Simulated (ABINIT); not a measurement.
ABINIT 10.0.3, DFT, PBE, plane waves, JTH v2.0 PBE PAW: zinc-blende InP, 2 atoms. Basis and mesh were picked for this test and aren't claimed converged.

```json
{
  "cell": "4.15, 4.15, 4.15 Å; 60, 60, 60°",
  "task": "scf",
  "ecut": "15 Ha",
  "pawecutdg": "30 Ha",
  "nband": "16",
  "k mesh (ngkpt)": "10×10×10",
  "shiftk": "0×0×0",
  "nstep": "100",
  "tolvrs": "1e-09",
  "occopt": "7",
  "tsmear": "0.002 Ha",
  "prtwf": "0",
  "prtden": "0",
  "paral_kgb": "0",
  "wfoptalg": "10 (default)",
  "nline": "4 (default)",
  "kptopt": "1 (default)",
  "k-points after symmetry": "47",
  "bands": "16",
  "symmetry_operations": "24"
}
```

Settings of this run: diemac = 12, iscf = 17, npulayit = 7, diemix = 0.2, dielng = 1.07748, iprcel = 0; 4 ranks.

```
iteration  deltaE (Ha)     residm      nres2
---------  -----------  ---------  ---------
1           -6.469E+01  8.917E-02  2.359E+00
2           -3.560E-02  2.108E-02  1.368E+00
3            6.367E-03  3.229E-03  5.089E-01
4            1.745E-03  1.900E-03  1.083E-01
5           -1.495E-04  9.961E-04  2.498E-02
6            8.284E-05  3.482E-04  3.615E-03
7           -4.006E-05  4.135E-04  1.244E-03
8           -8.267E-06  3.269E-05  2.781E-04
9           -3.475E-06  3.060E-05  1.224E-04
10          -7.431E-07  2.325E-05  1.811E-05
11          -7.245E-07  4.792E-05  9.446E-06
12          -4.314E-07  3.038E-05  6.104E-06
13          -2.772E-07  5.212E-05  3.805E-06
14          -1.768E-07  3.848E-05  2.454E-06
15          -1.130E-07  6.211E-05  1.544E-06
16          -7.241E-08  4.601E-05  9.868E-07
17          -4.642E-08  7.074E-05  6.323E-07
18          -2.987E-08  5.133E-05  4.055E-07
19          -1.925E-08  7.485E-05  2.603E-07
20          -1.263E-08  5.313E-05  1.670E-07
21          -8.039E-09  7.363E-05  1.073E-07
22          -5.259E-09  5.099E-05  6.820E-08
23          -3.335E-09  6.749E-05  4.373E-08
24          -2.152E-09  4.563E-05  2.790E-08
25          -1.395E-09  5.779E-05  1.787E-08
26          -9.043E-10  3.841E-05  1.146E-08
27          -5.948E-10  4.704E-05  7.339E-09
28          -3.814E-10  3.076E-05  4.729E-09
29          -2.485E-10  3.669E-05  3.054E-09
30          -1.670E-10  2.368E-05  1.953E-09
31          -1.108E-10  2.770E-05  1.245E-09
32          -7.087E-11  1.769E-05  7.900E-10
```

It converged after 32 SCF iterations.

Problem. Which change of one setting makes this cycle converge in far fewer steps?

Solution. This is not unique; one that fits is diemix = 0.7 (default) (10 SCF iterations) or diemix = 1 (11 SCF iterations), all else kept; the first takes 4.7 s against 12 s on an otherwise empty node (AMD EPYC (Zen 5)). The first change moves the result by: energy under 0.001 meV/atom, pressure equal as printed.
